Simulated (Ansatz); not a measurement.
Results of r²SCAN-D4 in Ansatz (plane waves, PAW) for CsCl-type NiAl.

Numerical settings: plane-wave cutoff 560 eV, 20×20×20 k mesh, Fermi–Dirac smearing 0.05 eV, no spin polarisation, scalar-relativistic PAW data made under PBE.

Energies at three volumes about the minimum:

```
V (Å³/atom)  E − E_lowest (meV/atom)
-----------  -----------------------
11.388                          2.72
11.620                          0.00
11.853                          2.53
```

Task: Fit a parabola by hand: where is the minimum, what lattice constant follows, and what is the bulk modulus?

Result: Slopes: (0.00 − 2.72)/(11.620 − 11.388) = -11.724 and (2.53 − 0.00)/(11.853 − 11.620) = 10.858 meV/Å³. Curvature E″ = 2 × (10.858 − (-11.724))/(11.853 − 11.388) = 97.127 meV/Å⁶. From the middle of the first interval, the slope vanishes at V0 = 11.5040 − (-11.724)/97.127 = 11.625 Å³/atom. B = V0 E″ = 11.625 × 97.127 meV/Å³ × 0.1602 GPa per meV/Å³ = 181 GPa. With 2 atoms in the cube, a = (2 × 11.625)^(1/3) = 2.854 Å. The full Birch–Murnaghan fit to all volumes gives V0 = 11.620 Å³/atom and B0 = 181 GPa.

Measured, for comparison: bulk modulus 156 GPa (room temperature, no zero-point or thermal correction; as tabulated in Yamada et al. (2019), arXiv:1910.09660); lattice constant a 2.882 Å (extrapolated to 0 K, zero-point anharmonic expansion removed (Haas, Tran, Blaha 2009); as tabulated in Levämäki et al. (2014), arXiv:1402.3671). Computed (rounded) less measured: bulk modulus +16 %.

Ansatz is a quantum-chemistry and plane-wave program.
